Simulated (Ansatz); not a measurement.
Input:

```
Si
1.0
    3.95886     0.00000     0.00000
    1.97943     3.42847     0.00000
    1.97943    -1.14282     3.10932
Si
2
Direct
  0.00302   0.49849   0.49548
  0.49698   0.75151   0.25452
```

No spin polarisation.

Method: r2SCAN in Ansatz (plane waves to 500 eV, PAW, scalar-relativistic without spin-orbit coupling), earlier PAW set. Γ-centred 10×10×10 mesh, Fermi–Dirac width 0.05 eV.

Estimate the gap character.

Indirect, Γ → F–Γ (13 % along).

What smallest direct gap does the calculation give?

2.38 eV.

Predict the hole mass.

0.11 mₑ out of plane, 0.46 mₑ in plane (at Γ).

The cells carry an imposed strain or load. Masses are band curvatures over ±0.01 Å⁻¹ around the edge. Whether these cells are dynamically stable was not tested. The cell was made from Si in the diamond structure (space group Fd-3m, No. 227) by this change: biaxial strain +2.84 %, plane normal [111], relaxed out of plane.

Ansatz is a quantum-chemistry and plane-wave program.
